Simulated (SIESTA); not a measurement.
A self-consistent single point of MgB₂ (P6/mmm, 3 atoms in the cell) with SIESTA.

Method of the run: LDA PW92, numerical atomic orbitals DZP, PseudoDojo LDA standard norm-conserving potentials (rewritten from UPF to PSML) run with SIESTA.

```
MgB2
1.0
    2.99722     0.00000     0.00000
   -1.49861     2.59567     0.00000
    0.00000     0.00000     3.44552
Mg B
1 2
Direct
  0.00000   0.00000   0.00000
  0.66667   0.33333   0.50000
  0.33333   0.66667   0.50000
```

Reference input (self-consistent single point, DFT, GGA PBE, numerical atomic orbitals DZP, PseudoDojo PBE standard norm-conserving potentials (rewritten from UPF to PSML)): XC.functional = GGA; XC.authors = PBE; potentials = PseudoDojo PBE standard; PAO.BasisSize = DZP; PAO.EnergyShift = 0.01 Ry; MeshCutoff = 300 Ry; kgrid.MonkhorstPack = 13 13 10; OccupationFunction = FD; ElectronicTemperature = 1160.45 K; MaxSCFIterations = 150; SCF.Mixer.Method = Pulay; SCF.Mixer.Weight = 0.2. This run's input differs from it in these lines:

```diff
@@ -1,2 +1,2 @@
-# files in the folder: Mg.psml B.psml (PseudoDojo PBE standard)
+# files in the folder: Mg.psml B.psml (PseudoDojo LDA standard)
 SystemName  MgB2
@@ -23,4 +23,4 @@
 
-XC.functional                GGA
-XC.authors                   PBE
+XC.functional                LDA
+XC.authors                   PW92
 PAO.BasisSize                DZP
```

Log, with long lists cut:

```
        iscf     Eharris(eV)        E_KS(eV)     FreeEng(eV)     dDmax    Ef(eV) dHmax(eV)
   scf:    1    -1753.980195    -1771.426611    -1771.441302  1.447391 -6.974833  7.899995
   scf:    2    -1773.110893    -1772.308350    -1772.327463  0.172024 -6.694602  5.423705
   scf:    3    -1773.246109    -1773.032316    -1773.052513  0.468385 -5.855306  0.500623
   scf:    4    -1772.768461    -1772.913920    -1772.933082  0.141764 -5.652058  1.240248
   scf:    5    -1773.099676    -1773.052912    -1773.074764  0.255647 -6.018226  0.143483
   scf:    6    -1773.056412    -1773.054896    -1773.076566  0.016634 -5.993324  0.045524
   scf:    7    -1773.055414    -1773.055206    -1773.076787  0.008095 -5.983911  0.002045
   scf:    8    -1773.055209    -1773.055207    -1773.076787  0.000084 -5.983772  0.001544
   scf:    9    -1773.055213    -1773.055210    -1773.076787  0.000275 -5.983412  0.000030
   scf:   10    -1773.055210    -1773.055210    -1773.076787  0.000002 -5.983411  0.000022
SCF Convergence by DM+H criterion
max |DM_out - DM_in|         :     0.0000019171
max |H_out - H_in|      (eV) :     0.0000224758
SCF cycle converged after 10 iterations

Using DM_out to compute the final energy and forces

siesta: E_KS(eV) =            -1773.0552

siesta: E_KS - E_eggbox =     -1773.0552

siesta: Atomic forces (eV/Ang):
     1    0.000000   -0.000000   -0.000000
     2   -0.000029    0.000018   -0.000000
     3    0.000029   -0.000018   -0.000000
   Tot    0.000000    0.000000   -0.000000
   Max    0.000029
   Res    0.000016    sqrt( Sum f_i^2 / 3N )
   Max    0.000029    constrained

Stress tensor Voigt[x,y,z,yz,xz,xy] (kbar):     -129.75     -129.75      -40.61       -0.00        0.00       -0.00
(Free)E + p*V (eV/cell)    -1771.4031
Target enthalpy (eV/cell)    -1773.0768

   [... lines left out ...]
siesta: FreeEng =     -1773.076787
   [... lines left out ...]
siesta:    -0.080985   -0.000000    0.000000
siesta:    -0.000000   -0.080986   -0.000000
siesta:     0.000000   -0.000000   -0.025349

siesta: Cell volume =         26.805391 Ang**3

siesta: Pressure (static):
siesta:                Solid            Molecule  Units
siesta:           0.00068006          0.00068007  Ry/Bohr**3
siesta:           0.06244007          0.06244081  eV/Ang**3
siesta:         100.04001873        100.04120431  kBar
```

The run converged in 10 iterations. Against the reference run the pressure goes from 17.21 to 10.00 GPa.

The starting cell comes from a database of computed structures (which also holds hypothetical and non-ambient phases and stackings), without a prior relaxation at this level. Its lattice was rescaled by a random factor within 2.5 % of one. Values carry the incompleteness of an atom-centred basis. With a pressure of about 10 GPa the cell is away from its equilibrium volume at this level.

Cost on one core of a shared machine: roughly 30 s.
